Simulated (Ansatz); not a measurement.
For PbTe (model structure, started from the litharge type, P4/nmm, No. 129, 4 atoms in the cell), LDA (plane waves, PAW; Ansatz, a program for electronic structure) gives:

| Item | Result |
|---|---|
| equilibrium lattice constant a | 5.510 Å |
| lattice parameter c | 3.985 Å |
| cohesive energy | 3.70 eV/atom |

**Question.** What does r²SCAN+rVV10 (Ansatz, plane waves, PAW) give for the same quantities?

**Answer.** 
- lattice constant a: 5.614 Å (increases by 1.9 %)
- lattice parameter c: 4.237 Å (grows by 6.3 %)
- cohesive energy: 3.08 eV/atom (shrinks by 0.62 eV/atom)

Changes are worked out from the printed values.

Unless a cell is named, each level is at its own relaxed cell (LDA 30.25, r²SCAN+rVV10 33.38 Å³/atom).

Levels without +SOC leave out spin–orbit coupling, which shifts energies and cells of such heavy elements.

Ansatz's density-functional and Hartree–Fock values are scalar-relativistic unless marked +SOC, with PAW data made under PBE.

A model structure was made by putting elements into a prototype or built by hand; it is no filed structure, need not be a known phase, and can be a saddle point held by its symmetry.
